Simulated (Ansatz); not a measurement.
## fluorite-type CoSi2 (0 0 1) on germanium (0 0 1) (film strained to the substrate, started from cuts of the bulks and a machine-learned relaxation; slabs Ge48 and Co20Si40, which can lie off the formulas)

A periodic stack without vacuum, fluorite-type CoSi2 (0 0 1) on germanium (0 0 1) (film strained to the substrate, started from cuts of the bulks and a machine-learned relaxation; slabs Ge48 and Co20Si40, which can lie off the formulas): substrate slab Ge48, film Co20Si40, surface cells [[2, 0], [2, 2]] and [[-3, -1], [-1, -2]], film strained by -3.9 and -3.9 %, outermost planes Ge/Ge and Si/Co as cut, which need not be the usual terminations and can put a slab off its formula.

The start was prepared with a machine-learned potential, and the result is one local minimum, with the in-plane cell held and forces under 0.04 eV/Å; the film can end far from its bulk form.

Calculation: PBE (plane waves to 420 eV, PAW; Ansatz, a first-principles code). Scalar-relativistic, without spin–orbit coupling; the runs are not spin-polarised; PBE gaps are too small against experiment. Its k-point mesh 3×3×1, Fermi–Dirac width 0.05 eV.

- interface area: 66.4 Å²
- period: 28.95 Å
- heights between the nearest atoms of the two slabs at the two interfaces: 1.68 and 0.70 Å
- Co–Ge contacts across the interfaces within 1.22 times the sum of covalent radii: 15, mean 2.55 Å
- Ge–Si contacts across the interfaces within 1.22 times the sum of covalent radii: 13, mean 2.59 Å

```xyz
108
Lattice="8.1458 0.0000 0.0314 0.0000 8.1459 0.0054 1.1346 0.3590 28.9540" Properties=species:S:1:pos:R:3 pbc="T T T"
Ge     8.6269     8.4769     2.0728
Ge     4.7162     8.1230     2.0036
Ge     7.8914     4.5307     2.0361
Ge     3.9884     4.1701     2.0654
Ge     5.8448     4.3153     0.3519
Ge     1.8250     5.1278     0.7971
Ge     6.8100     8.1339     0.3297
Ge     2.6406     7.4930     0.7883
Ge     6.3018     2.2458     4.8644
Ge     2.2225     2.2341     4.8461
Ge     6.2945     6.3276     5.0149
Ge     2.2234     6.3150     4.9281
Ge     8.3329     2.4045     3.3917
Ge     4.2748     2.0916     3.3789
Ge     8.3082     6.4624     3.5513
Ge     4.2940     6.1939     3.5281
Ge     8.2977     8.3470     7.8351
Ge     4.2083     8.3946     7.7885
Ge     8.3626     4.2358     7.7980
Ge     4.2751     4.2851     7.7960
Ge     6.3271     4.2518     6.3689
Ge     2.2641     4.2550     6.3261
Ge     6.2595     8.3937     6.3838
Ge     2.1695     8.3642     6.3393
Ge     6.2539     2.2122    10.6804
Ge     2.1973     2.2828    10.6959
Ge     6.2817     6.2716    10.6733
Ge     2.2213     6.3363    10.6509
Ge     8.3174     2.2391     9.2729
Ge     4.2226     2.2562     9.2422
Ge     8.3263     6.2785     9.2370
Ge     4.2559     6.3402     9.2097
Ge     8.3075     8.3563    13.6229
Ge     4.2376     8.3503    13.4721
Ge     8.2856     4.2524    13.5442
Ge     4.2236     4.2812    13.6599
Ge     6.2337     4.2308    12.1327
Ge     2.2121     4.3354    12.1334
Ge     6.3162     8.3092    12.1040
Ge     2.1670     8.3685    12.0939
Ge     6.5371     2.3993    16.4071
Ge     2.5488     1.4411    16.6467
Ge     5.9940     6.8965    16.6010
Ge     1.9132     6.0983    16.3963
Ge     8.6279     2.2672    15.0515
Ge     4.4269     2.1514    15.0060
Ge     8.0194     6.2674    15.0027
Ge     4.0274     6.4098    15.0160
Co     5.7655     7.5148    22.7195
Co     2.5635     0.8992    22.6565
Co     4.2000     4.2230    22.7039
Co     0.9502     5.8423    22.7216
Co     7.4632     2.5593    22.8113
Co     6.6232     5.0143    20.0043
Co     3.3427     6.6652    19.7873
Co     5.0820     1.7639    19.8350
Co     1.7727     3.4037    19.9837
Co     8.2403     0.1347    19.8065
Co     5.9362     7.4911    28.3850
Co     2.1164     0.8463    28.5151
Co     4.6082     4.2982    28.5632
Co     8.9083     5.8627    28.4188
Co     7.4359     2.5441    28.1813
Co     6.6702     5.0070    25.4961
Co     3.3666     6.6255    25.6549
Co     4.6992     1.8180    25.6734
Co     2.0321     3.3543    25.6757
Co     8.2047     8.2966    25.4907
Si     4.1851     0.1370    21.2274
Si     0.9187     1.7439    21.3203
Si     2.5800     5.0579    21.3279
Si     7.4397     6.6687    21.3792
Si     5.8461     3.3667    21.3787
Si     4.9821     5.8676    21.3238
Si     1.7240     7.4468    21.2663
Si     3.4122     2.5626    21.3070
Si     8.2614     4.2019    21.3885
Si     6.6555     0.9652    21.3358
Si     5.0052     5.7158    18.5678
Si     1.7622     7.5310    18.4016
Si     3.4234     2.7026    18.5890
Si     8.2796     4.2086    18.6237
Si     6.6074     0.8647    18.3459
Si     4.2004     0.1603    18.4798
Si     0.8922     1.8648    18.5752
Si     2.5735     4.9659    18.4823
Si     7.5163     6.5367    18.6028
Si     5.8390     3.4483    18.5168
Si     4.0626     8.2764    27.1509
Si     0.9146     1.7554    26.8218
Si     2.6469     5.0255    27.1819
Si     7.4296     6.6528    26.8540
Si     5.8150     3.3976    26.8622
Si     5.0737     5.8630    26.9623
Si     1.6489     7.4285    26.9143
Si     3.3652     2.5823    27.4862
Si     8.3380     4.2107    26.8744
Si     6.5221     0.9459    26.8326
Si     5.0017     5.8490    24.1391
Si     1.7450     7.4556    24.1521
Si     3.3650     2.5661    23.9730
Si     8.3569     4.1863    24.1921
Si     6.5149     0.9733    24.1941
Si     4.1371     8.2589    24.1698
Si     0.9833     1.7702    24.1315
Si     2.5894     5.0366    24.1273
Si     7.4259     6.6567    24.0778
Si     5.7799     3.3841    24.1543
```
